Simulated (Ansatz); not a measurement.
L1₂ (Cu3Au-type) Ni3Al, treated with PBE-D3(BJ) (Ansatz, a quantum-chemistry and plane-wave program, PAW).

Settings: plane-wave cutoff 520 eV, 18×18×18 k mesh, Fermi–Dirac smearing 0.024 eV (set by the program), spin-polarised with parallel moments, scalar-relativistic PAW data made under PBE.

Cell (relaxed at this level):

```yaml
crystal:
  lattice:
    - [3.52404, 0.00000, 0.00000]
    - [0.00000, 3.52404, 0.00000]
    - [0.00000, 0.00000, 3.52404]
  atoms:
    - { symbol: Al, position: [0.00000, 0.00000, 0.00000] }
    - { symbol: Ni, position: [0.00000, 0.50000, 0.50000] }
    - { symbol: Ni, position: [0.50000, 0.00000, 0.50000] }
    - { symbol: Ni, position: [0.50000, 0.50000, 0.00000] }
```

Problem. What does this level give for the Voigt–Reuss–Hill bulk modulus, elastic constant C44, Young modulus, Voigt–Reuss–Hill shear modulus (Hill average), elastic constant C11 and elastic constant C12?

Solution. 
Voigt–Reuss–Hill bulk modulus: 200 GPa
elastic constant C44: 149 GPa
Young modulus: 255 GPa
Voigt–Reuss–Hill shear modulus (Hill average): 98.9 GPa
elastic constant C11: 272 GPa
elastic constant C12: 164 GPa

Measured, for comparison: elastic constant C44 123 GPa, elastic constant C11 224 GPa, elastic constant C12 149 GPa (temperature not stated, no zero-point or thermal correction; as tabulated in The elastic constants of Ni3Al to 1.4 GPa). Computed (rounded) less measured: elastic constant C44 +21 %, elastic constant C11 +21 %, elastic constant C12 +10 %.

Note: the dispersion coefficients are held fixed in the derivatives.

Elastic constants are with the ions relaxed.

Computed values are for the static lattice.
